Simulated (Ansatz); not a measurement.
Cubic perovskite BaHfO₃ was calculated with r²SCAN (plane waves, PAW; Ansatz, a program for electronic structure).

Run with plane-wave cutoff 600 eV, 6×6×6 k mesh, scalar-relativistic PAW data made under PBE.

Cell (relaxed at this level):

```yaml
crystal:
  lattice:
    - [4.17713, 0.00000, 0.00000]
    - [0.00000, 4.17713, 0.00000]
    - [0.00000, 0.00000, 4.17713]
  atoms:
    - { symbol: Ba, position: [0.00000, 0.00000, 0.00000] }
    - { symbol: Hf, position: [0.50000, 0.50000, 0.50000] }
    - { symbol: O, position: [0.50000, 0.00000, 0.50000] }
    - { symbol: O, position: [0.00000, 0.50000, 0.50000] }
    - { symbol: O, position: [0.50000, 0.50000, 0.00000] }
```

Task: Estimate the Poisson ratio, elastic constant C44, Voigt–Reuss–Hill bulk modulus, Young modulus, elastic constant C12 and elastic constant C11 that the calculation returns.

Result: 
- Poisson ratio: 0.236
- elastic constant C44: 99.0 GPa
- Voigt–Reuss–Hill bulk modulus: 171 GPa
- Young modulus: 270 GPa
- elastic constant C12: 86.4 GPa
- elastic constant C11: 340 GPa

Elastic constants are with the ions relaxed.

Spin–orbit coupling is not included.
